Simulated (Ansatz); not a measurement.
# Response to strain in InAgTe2

Consider InAgTe₂ in the chalcopyrite structure (space group I-42d, No. 122).

```
InAgTe2
1.0
   -3.21554     3.21554     6.38368
    3.21554    -3.21554     6.38368
    3.21554     3.21554    -6.38368
Ag In Te
2 2 4
Cartesian
  0.00000   3.21554   3.19184
  0.00000   0.00000   0.00000
  3.21554   0.00000   3.19184
  0.00000   0.00000   6.38368
  1.60777   1.55159  -1.59592
  1.60777   1.66395   4.78776
  1.66395  -1.60777   7.97960
  1.55159   4.82331   1.59592
```

Cartesian axes are those of the cell as printed.

Strains are applied to the cell and any free atomic positions relax; under biaxial strain the out-of-plane vector relaxes too.

Calculations: Kohn–Sham DFT with the PBEsol functional, run in Ansatz (an electronic-structure program) with PAW and 420 eV plane waves, spin-orbit coupling left out.

Candidates:
(a) biaxial strain −1.49 %, plane normal [001], relaxed out of plane
(b) biaxial strain +2.41 %, plane normal [001], relaxed out of plane
(c) uniaxial strain ε_yy = −0.70 %
(d) uniaxial strain ε_yy = −5.48 %

Notes on the quantities. energy relative to the base: free energy F.

Q: Order them by energy relative to the base, highest first.

A: (d) uniaxial strain ε_yy = −5.48 % (+18 meV/atom), (b) biaxial strain +2.41 %, plane normal [001], relaxed out of plane (+4.7 meV/atom), (a) biaxial strain −1.49 %, plane normal [001], relaxed out of plane (+1.9 meV/atom), (c) uniaxial strain ε_yy = −0.70 % (+0.3 meV/atom)

No phonon test of stability was made. The final runs are not spin-polarised.
